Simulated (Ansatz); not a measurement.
Start from MoP (space group P-6m2, No. 187; a = 3.208 Å, c = 3.173 Å; relaxed with 0.1 eV smearing).

Level of theory: plane-wave PAW DFT at the PBEsol level (Ansatz, a program for electronic structure, 420 eV), scalar-relativistic without spin-orbit coupling.

For the base:

| Property | Result |
|---|---|
| Pressure | 0.0 GPa |

Perturbation: an isotropic linear strain of −0.37 %, atoms relaxed at fixed cell.

Predict the new pressure and energy relative to the base.

The pressure (mean of the normal stresses, compression positive) goes from zero to 2.8 GPa; the energy goes up by 1.3 meV/atom.

No phonon test of stability was made. The final runs are not spin-polarised. An odd electron count without spin: MoP.
